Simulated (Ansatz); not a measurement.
Amorphous Ga24O37Zn, 62 atoms at 5.07 g/cm³, one PBE-relaxed geometry, zone centre. Methods: PBE, scalar-relativistic without spin-orbit coupling (Ansatz, a program for electronic structure); r2SCAN, scalar-relativistic without spin-orbit coupling (Ansatz); HSE06, scalar-relativistic without spin-orbit coupling (Ansatz). Plane waves to 420 eV (r2SCAN 500 eV); exact exchange is cut at the cell's faces. At PBE the levels at the filled edge of the gap are localised (band-tail or defect states), and the nearest spread-out levels lie 1.9 eV apart at the zone centre. All rungs ran without spin polarisation.

The cell was made by melting and quenching with the CHGNet potential and then relaxed with DFT. O atoms were pushed apart under 1.9 Å during the dynamics, to hinder bonds among them. The hot cell started wider than the set density and was brought back towards it in steps. It is the lowest in DFT energy of 2 quenches. It is a model cell: composition and starting density were chosen by hand, and all elements were melted together. No dispersion term was used. Its density started from a set value of 5.01 and ended at 5.07 g/cm³. The simulated quench (nominally 220 K/ps over its main leg) is rapid and tends to freeze in more defects than a deposited or slowly cooled glass has. A cell of this size samples the disorder only roughly. Volume and shape were free in the relaxation.

The relaxation ran on the zone centre alone. At PBE the level gap is 1.62 eV on a 2×2×2 Γ-centred mesh, and the spacing at the zone centre alone 1.60 eV.

Q: What zone-centre spacing does r2SCAN give, roughly?

A: 2.15 eV (+0.55 eV against PBE).

Q: What zone-centre spacing does HSE06 give, roughly?

A: 3.33 eV (+1.74 eV against PBE).

The highest filled and the lowest empty state spread over these numbers of atoms (participation numbers): PBE: 4.8 and 57.7; r2SCAN: 4.7 and 57.5; HSE06: 4.9 and 57.7.
